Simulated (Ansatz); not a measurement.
The reference is Ag in the fcc (Cu type) structure (space group Fm-3m, No. 225; a = 4.1055 Å).

Method: Kohn–Sham DFT with the r2SCAN functional, run in Ansatz (a program for electronic structure) with PAW and 500 eV plane waves, spin-orbit coupling left out, earlier PAW set.

One change was made to it. Results:

The density goes up by 1.18 g/cm³, from 10.35 g/cm³ to 11.53 g/cm³; the shortest interatomic distance shrinks by 0.103 Å to 2.800 Å.

**Question.** Name the change that was made.
A) pressure 15 GPa
B) pressure −1 GPa
C) pressure −2 GPa
D) pressure 2.1 GPa

**Answer.** A, pressure 15 GPa. For comparison, the density in the other runs: pressure −1 GPa gives 10.25 g/cm³; pressure 2.1 GPa gives 10.56 g/cm³; pressure −2 GPa gives 10.14 g/cm³.

Load acts through the strain it causes; cell and atoms are relaxed under it. No phonon test of stability was made. No other phases were tried under pressure.
